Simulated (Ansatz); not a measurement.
Partial pair distribution functions of a relaxed model of amorphous Si$_{24}$O$_{47}$H, broadened by 0.06 Å; density 2.19 g/cm³. The numbers are results of PBE, scalar-relativistic without spin-orbit coupling (plane waves to 420 eV, PAW; Ansatz, a program for electronic structure), not measurements. The usual formal charges leave 3 electrons over, so the level spacing at the Fermi energy parts defect or band states and needn't be the band gap. In the spin-polarised cell the level spacing at the Fermi energy can part levels of unlike spin.

It comes from a melt-quench run on a machine-learned potential (CHGNet), relaxed afterwards by DFT. O atoms were pushed apart under 1.9 Å during the dynamics, to hinder bonds among them. The hot cell started wider than the set density and was brought back towards it in steps. It is the lowest in DFT energy of 2 quenches. It is a model cell: composition and starting density were chosen by hand, and all elements were melted together. No dispersion term was used. Its density started from a set value of 2.19 and ended at 2.19 g/cm³. The quench (nominally 530 K/ps over its main leg) was far faster than any real one, so the model tends to hold more defects than a real film. One small periodic cell is one sample of the glass; other quenches scatter about these values. The volume was held where the preparation left it, at a PBE pressure of 0.7 GPa. Stress components on the final sampling reach 1.6 GPa. Cycles of charging lowered its energy after that relaxation.

```tsv
r (Å)	g Si-O	g Si-Si	g O-O
1.40	0.02	0.00	0.00
1.50	1.96	0.00	0.00
1.60	15.21	0.00	0.00
1.70	8.98	0.00	0.00
1.80	0.46	0.00	0.00
1.90	0.00	0.00	0.00
2.00	0.00	0.00	0.00
2.10	0.00	0.00	0.00
2.20	0.00	0.01	0.00
2.30	0.00	0.22	0.04
2.40	0.00	0.34	0.15
2.50	0.00	0.33	1.11
2.60	0.00	0.10	5.54
2.70	0.00	0.14	6.04
2.80	0.00	0.81	1.93
2.90	0.05	2.58	0.57
3.00	0.24	4.31	0.36
3.10	0.45	3.33	0.52
3.20	0.61	2.37	0.59
3.30	0.77	0.63	0.71
3.40	0.86	0.09	0.53
3.50	1.36	0.15	0.51
3.60	1.33	0.02	0.48
3.70	1.42	0.03	0.52
3.80	1.39	0.22	0.62
3.90	1.45	0.24	0.69
4.00	1.82	0.55	0.77
4.10	1.98	0.84	0.75
4.20	1.98	0.99	0.73
4.30	1.58	1.00	0.80
4.40	0.81	1.32	0.76
4.50	0.67	1.57	1.14
4.60	0.67	1.09	1.27
4.70	0.47	0.82	1.16
4.80	0.49	1.21	1.10
4.90	0.63	1.49	1.28
5.00	0.81	1.03	1.60
5.10	0.91	1.08	1.67
```

Within 1.90 Å each Si has 3.88 O neighbours on average.
